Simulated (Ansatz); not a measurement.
Start from SiO₂ in the rutile structure (space group P4_2/mnm, No. 136; a = 4.155 Å, c = 2.661 Å).

All numbers come from plane-wave PAW DFT at the LDA level (Ansatz, a quantum-chemistry and plane-wave program, 420 eV), no SOC.

For the base:

- Band gap = 5.81 eV

One thing is altered: the cell is scaled by 1.0180 in all directions; the atoms relax in the strained cell.

Task: Estimate the effect on the energy relative to the base and band gap.

Result: The energy increases by 21 meV/atom; the band gap falls by 0.88 eV, from 5.81 eV to 4.93 eV.

Whether these cells are dynamically stable was not tested.
